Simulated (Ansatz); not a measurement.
A periodic model of amorphous Si$_{30}$N$_{44}$Ge$_{3}$:

```xyz
77
Lattice="10.0250 -0.0679 0.3385 -0.0679 9.5153 0.2318 0.3385 0.2318 9.2808" Properties=species:S:1:pos:R:3 pbc="T T T"
Si     6.1358     3.9745     4.9693
Si     3.3287     7.0572     7.4300
Si     0.1522     6.7497     3.9630
Si     7.4359     3.3493     7.8015
Si     9.4085     0.4355     0.4269
Si     4.4032     6.5997     4.7404
Si     6.6037     1.1087     5.7473
Si     8.2908     0.7569     3.2858
Si     4.4188     6.4959     0.4019
Si     3.8167     4.3261     2.7203
Si     5.4169     8.2821     2.3405
Si     2.0385     4.8850     5.4694
Si     8.8736     7.6096     6.7106
Si     0.9417     8.6822     7.3017
Si     8.3557     3.1631     3.2434
Si     3.9575     0.6236     7.2917
Si     6.2573     6.2267     7.0108
Si     7.1211     7.6987     4.5801
Si     9.6370     3.5714     0.6306
Si     1.5689     2.5890     7.4269
Si     1.4083     6.0030     1.1120
Si     2.4510     1.9785     5.1010
Si     0.2525     5.3684     7.7035
Si     6.1905     5.5601     2.8233
Si     0.5181     8.5532     2.4666
Si     4.7975     1.5941     3.3338
Si     9.3381     1.3713     5.9871
Si     1.0062     4.1260     3.0266
Si     2.2583     8.9485     0.3703
Si     6.6413     1.3800     0.9777
N      0.2849     6.8623     2.1707
N      7.2649     4.4250     3.6723
N      1.7267     2.7879     3.7221
N      7.9883     0.4454     9.3387
N      5.7604     2.2791     4.7449
N      4.8321     6.4082     7.9883
N      9.4816     9.2138     6.8336
N      9.2540     9.4905     2.3901
N      9.0090     1.9248     4.3318
N      5.5699     0.4789     2.1675
N      0.8910     5.2986     9.2668
N      3.5098     0.8126     4.2787
N      5.6657     0.2658     6.9487
N      2.8723     3.6605     4.4094
N      0.9161     9.1847     8.9653
N      7.4532     7.3432     7.6726
N      3.1925     2.0783     6.7578
N      6.5953     4.5104     6.6310
N      6.3854     2.7369     9.0896
N      3.8543     0.7588     8.9755
N      2.2811     4.9142     2.1279
N      4.9374     5.3741     1.6022
N      7.2179     9.4442     4.7347
N      0.2918     6.9721     7.0468
N      0.9860     8.2952     4.1919
N      5.8351     7.0451     5.5576
N      2.9523     7.2282     9.4388
N      7.6696     1.9947     2.1918
N      4.3389     2.7818     2.2185
N      0.7157     5.2195     4.3960
N      4.9295     5.0545     4.0611
N      3.1130     6.2204     5.8530
N      7.8570     2.0068     6.6852
N      2.7630     8.6802     7.0967
N      2.0042     9.2071     2.0075
N      8.8255     4.2744     8.5363
N      0.9333     1.7853     6.0482
N      5.3480     7.8988     0.6550
N      8.6258     7.0177     5.0860
N      4.1107     7.7091     3.4400
N      0.5460     2.3176     8.9351
N      6.7045     7.2240     2.9602
N      1.4193     4.2948     6.9479
N      9.6678     3.7618     2.3609
Ge     4.3800     2.8693     9.4641
Ge     2.7000     8.8729     3.6901
Ge     6.7176     8.8832     8.5573
```

Computed with PBE, scalar-relativistic without spin-orbit coupling (plane waves to 420 eV, PAW; Ansatz, a program for electronic structure).

Preparation: random packing, a CHGNet melt and quench, and a DFT relaxation. N atoms were pushed apart under 1.9 Å during the dynamics, to hinder bonds among them. The hot cell started wider than the set density and was brought back towards it in steps. It is the lowest in DFT energy of 2 quenches. It is a model cell: composition and starting density were chosen by hand, and all elements were melted together. No dispersion term was used. Its density started from a set value of 3.15 and ended at 3.15 g/cm³. Cooling (nominally 300 K/ps over its main leg) ran many orders faster than in experiment, which tends to leave more defects and strain. One small periodic cell is one sample of the glass; other quenches scatter about these values. The volume was held where the preparation left it and the shape relaxed, at a PBE pressure of -1.2 GPa (tension). Stress components on the final sampling reach 1.3 GPa.

Neighbours within Si-Si 2.60 Å, Si-N 2.16 Å, Si-Ge 2.70 Å, N-N 1.70 Å, N-Ge 2.29 Å, Ge-Ge 2.81 Å count as bonded. Two cations that share two anions don't count as bonded, nor two that share one unless they lie closer than Si-Si 2.38 Å, Si-Ge 2.47 Å, Ge-Ge 2.57 Å.

Question: Give the coordination numbers, mean bond lengths and angles.

Answer: 
Mean coordination of Si by anions: 4.07 (28 with 4, 2 with 5)
Mean coordination of N: 3.07 (41 with 3, 3 with 4)
Mean coordination of Ge by anions: 3.67 (1 with 3, 2 with 4)
Mean Si-N bond: 1.772 Å (spread 0.066 Å, 122 counted)
Mean N-Ge bond: 1.949 Å (spread 0.117 Å, 11 counted)
Mean N-N bond: 1.596 Å (spread 0.000 Å, 1 counted)
Bond angle at Si: mean 108.8°, spread 13.4°
Bond angle at N: mean 115.6°, spread 16.2°
Bond angle at Ge: mean 107.3°, spread 9.9°

Question: Which atoms depart from the most common coordination of their element?

Answer: Si10 has 5 (N59 1.71 Å, N51 1.75 Å, N61 1.89 Å, N52 1.90 Å, N44 2.05 Å); Si22 has 5 (N33 1.76 Å, N42 1.78 Å, N67 1.80 Å, N47 1.82 Å, N44 1.87 Å); N44 has 4 (N33 1.60 Å, Si12 1.82 Å, Si22 1.87 Å, Si10 2.05 Å); N57 has 4 (Si21 1.83 Å, Si9 1.89 Å, Si29 2.00 Å, Si2 2.05 Å); N61 has 4 (Si6 1.77 Å, Si24 1.84 Å, Si1 1.86 Å, Si10 1.89 Å); Ge75 has 3 (N49 2.04 Å, N59 2.06 Å, N50 2.23 Å).
